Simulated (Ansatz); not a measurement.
Output of an Ansatz run (abridged):

```
WARN ansatz: RAYON_NUM_THREADS=1 ignored (pool sized by the plan → 1); use --threads N
Pseudopotentials: kind: paw
Pseudopotential: Ni, paw, valence charge 18
Pseudopotential: Ge, paw, valence charge 14
Crystal: 4 atoms, lattice volume = 44.396 Å³
Basis set: ecut = 420 eV, 895 PW (Γ), exchange–correlation on 48×48×48 points (8 copies of the dense FFT grid, shifted against one another)
Bands: 41, of which v1, the nominal top of the filled ones, is band 34 counted from 1 (33 counted from 0)
Symmetry: 8 space group operations
Space group: P4mm (ITA 99), of the structure as read, at distance tolerance 3.5e-5 Å
k-points: 75 of 729 (time reversal used)
PAW frozen core: Ni, regenerated for the run's functional, and the local potential with it
PAW frozen core: Ge, regenerated for the run's functional, and the local potential with it
Initial density: superposition of atomic densities (neutral atoms: chi_scale 0, normalization atom), corrected by the library's trained network
Initial wavefunctions: pseudopotential atomic-orbital guess
Eigensolver: davidson
Functional: x = pbesol(κ = 0.804, μ = 0.12345679012345678), c = pbesol(β = 0.046)
SCF iter   1: F=—  HF=-21669.793473 eV  |F-HF|=—  |Δ(HF+E_count)|=         —  Δρ=2.00e-2  dr2=9.22e-2  ethr=1.77e-3  ⟨swp⟩=5.5  Hψ=9819  notcnv=0  defer=29
all-band conjugate gradients solve this SCF's bands
preconditioner: auto → Kerker (q_TF=auto, 2.929 Å⁻¹)
SCF iter   2: F=—  HF=-21669.776646 eV  |F-HF|=—  |Δ(HF+E_count)|=   1.68e-2  Δρ=4.80e-3  dr2=5.74e-3  ethr=1.36e-4  ⟨swp⟩=2.4  Hψ=5802  notcnv=0  defer=128
SCF iter   3: F=—  HF=-21669.775469 eV  |F-HF|=—  |Δ(HF+E_count)|=   1.18e-3  Δρ=1.44e-3  dr2=6.95e-4  ethr=8.45e-6  ⟨swp⟩=1.7  Hψ=3361  notcnv=0  defer=129
SCF iter   4: F=—  HF=-21669.775228 eV  |F-HF|=—  |Δ(HF+E_count)|=   2.41e-4  Δρ=3.42e-4  dr2=7.05e-5  ethr=1.02e-6  ⟨swp⟩=2.0  Hψ=4101  notcnv=0  defer=129
SCF iter   5: F=—  HF=-21669.775217 eV  |F-HF|=—  |Δ(HF+E_count)|=   1.09e-5  Δρ=2.66e-4  dr2=4.32e-5  ethr=1.04e-7  ⟨swp⟩=2.2  Hψ=3976  notcnv=0  defer=129
SCF iter   6: F=—  HF=-21669.775204 eV  |F-HF|=—  |Δ(HF+E_count)|=   1.31e-5  Δρ=5.57e-5  dr2=2.06e-6  ethr=6.35e-8  ⟨swp⟩=2.0  Hψ=3906  notcnv=0  defer=129
SCF iter   7: F=-21669.775204 eV  HF=-21669.775204 eV  |F-HF|=1.11e-7  |Δ(HF+E_count)|=   2.01e-7  Δρ=1.42e-5  dr2=9.45e-8  ethr=1.47e-10  ⟨swp⟩=7.7  Hψ=15351  notcnv=0
SCF 1 converged in 7 iterations: F = -21669.775204 eV  dr2 = 9.45e-8
SCF converged after 7 iterations
Free energy (F): -21669.775204 eV
Harris-Foulkes:  -21669.775204 eV  (|F-HF|=1.11e-7)
Internal energy: -21669.764733 eV  (E = F + TS)
E sigma→0 (E₀):  -21669.769969 eV
Entropy (-TS):   -0.010471 eV (-2.618 meV/atom)
Fermi energy:    18.352378 eV
--- Per-component energies (eV) ---
  E_band       = -851.400864
  E_kinetic    = 968.253849
  E_local      = -12225.120237  (includes V_loc(G=0)·N_el)
  E_nonlocal   = 2337.217955
  E_hartree    = 5181.056874
  E_xc         = -331.137212
  E_vxc        = -396.449709  (∫ρ·V_xc dr)
  E_paw        = -6771.515356  (= ΣΔE_a)
  E_vpaw       = -1897.416796  (= ΣTr[D̂ρ^β])
  E_aug_tail   = 0.001208  (compensation charges beyond the density's cutoff)
  E_ewald      = -10830.031616
  E_core_change = 1.509803  (= ΣΔE_core)
  E_smearing   = -0.010471  (= −TS)
  E_closure    = -0.000000  (closes the sum)
  Σ components = -21669.775204   (vs F -21669.775204, Δ=0.00e0)
--- Forces (eV/Å), atoms counted from 1 ---
  atom   1  Ni     0.26947630     0.00000000     0.00000000
  atom   2  Ni    -0.50098581    -0.00000000     0.00000000
  atom   3  Ni     0.26947630     0.00000000     0.00000000
  atom   4  Ge    -0.03794514    -0.00000000     0.00000000
  max |Σ_I F_I| component: 2.16e-5 eV/Å
--- Stress (GPa, compression-positive) ---
       -2.683001       0.000000       0.000000
        0.000000      -2.725121       0.000000
        0.000000       0.000000      -2.725121
  P = ⅓ Tr σ = -2.7111 GPa (-27.111 kbar)
  The stress holds the Pulay correction. Without it, at fixed plane waves, as pw.x and ABINIT print it: P = -2.7694 GPa
--- Band table (eV; the first three rows and the last of 75) ---
  k-point 0: bands = ["-84.4391", "-84.4070", "-84.4065", "-45.0598", "-45.0598", "-45.0591", "-45.0088", "-45.0088", "-45.0088", "-44.8525", "-44.8525", "-44.8513", "-6.2884", "-6.2883", "-6.2742", "-6.2742", "-6.2740", "5.8193", "13.4822", [...]
  k-point 1: bands = ["-84.4383", "-84.4078", "-84.4066", "-45.0581", "-45.0577", "-45.0561", "-45.0108", "-45.0095", "-45.0075", "-44.8571", "-44.8538", "-44.8511", "-6.2878", "-6.2853", "-6.2742", "-6.2741", "-6.2740", "5.9583", "13.4831", [...]
  k-point 2: bands = ["-84.4358", "-84.4102", "-84.4066", "-45.0529", "-45.0521", "-45.0488", "-45.0136", "-45.0116", "-45.0069", "-44.8665", "-44.8573", "-44.8536", "-6.2865", "-6.2776", "-6.2743", "-6.2741", "-6.2737", "6.3620", "12.9338", [...]
  k-point 74: bands = ["-84.4183", "-84.4173", "-84.4167", "-45.0816", "-45.0811", "-45.0806", "-45.0004", "-44.9614", "-44.9607", "-44.9604", "-44.8240", "-44.8221", "-6.2862", "-6.2861", "-6.2859", "-6.2510", "-6.2509", "9.3234", "13.6086", [...]
```

The structure:

```xyz
4
Lattice="3.5409 0.0000 0.0000 0.0000 3.5409 0.0000 0.0000 0.0000 3.5409" Properties=species:S:1:pos:R:3 pbc="T T T"
Ni     1.7705     0.0000     1.7705
Ni     0.0500     1.7705     1.7705
Ni     1.7705     1.7705     0.0000
Ge     0.0000     0.0000     0.0000
```

### Question
Reconstruct the input of this run.

### Answer
Other spellings and defaults could give the same log, and not every line can be read from it. The input that was run (DFT, PBEsol, plane waves, default PAW files made with PBE):

Ansatz 0.2 input:
```yaml
# Ni3Ge
crystal:
  lattice:
    - [3.540921, 0.000000, 0.000000]
    - [0.000000, 3.540921, 0.000000]
    - [0.000000, 0.000000, 3.540921]
  atoms:
    - { symbol: Ni, position: [0.500000, 0.000000, 0.500000] }
    - { symbol: Ni, position: [0.014121, 0.500000, 0.500000] }
    - { symbol: Ni, position: [0.500000, 0.500000, 0.000000] }
    - { symbol: Ge, position: [0.000000, 0.000000, 0.000000] }
basis:
  ecutwfc: 420.0
kpoints:
  mp_grid:
    grid: [9, 9, 9]
hamiltonian:
  xc: pbesol
  pseudopotentials:
    kind: paw
scf:
  occupations:
    method: gaussian
    width: 0.1
output:
  forces: true
  eigenvalues: true
  stress: true
```

The starting cell comes from a database of computed structures (which also holds hypothetical and non-ambient phases and stackings), without a prior relaxation at this level. Its lattice was rescaled by up to half a per cent. One atom was moved a little off its site on purpose. Spin polarisation is off. Ansatz's pressure includes its estimate of the finite-basis (Pulay) stress.

Ansatz is a first-principles code.
